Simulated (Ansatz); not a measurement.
## AlZnInO₄ (model structure, started from the InGaZnO4 type, R3m, No. 160, 7 atoms in the cell): properties by level of theory

```csv
level (code),lattice parameter a (Å),c axis length (Å),bulk modulus (GPa),cohesive energy (eV/atom),band gap (eV)
LDA (Ansatz),3.222,25.357,194,5.81,1.95
PBE (Ansatz),3.292,25.923,164,4.77,1.77
PBEsol (Ansatz),3.256,25.616,179,5.19,1.80
```

Computed values are for a static lattice. Spin–orbit coupling is included only where a level's name says +SOC; with heavier elements it mostly lowers gaps and can invert bands.  Each level is taken at its own relaxed cell. Ansatz's density-functional and Hartree–Fock values are scalar-relativistic unless marked +SOC, with PAW data made under PBE.

Caveats: the bulk modulus is −V dP/dV from two relaxed cells at ±2 % in volume (LDA, PBE, PBEsol). Ansatz's density-functional and Hartree–Fock values are scalar-relativistic unless marked +SOC, with PAW data made under PBE.

Free atoms are spin-polarised, in the lowest state found; at levels without +SOC their spin–orbit coupling is left out.

Computed values are for the static lattice.

A model structure was made by putting elements into a prototype or built by hand; it is no filed structure, need not be a known phase, and can be a saddle point held by its symmetry.

Ansatz is an electronic-structure program.
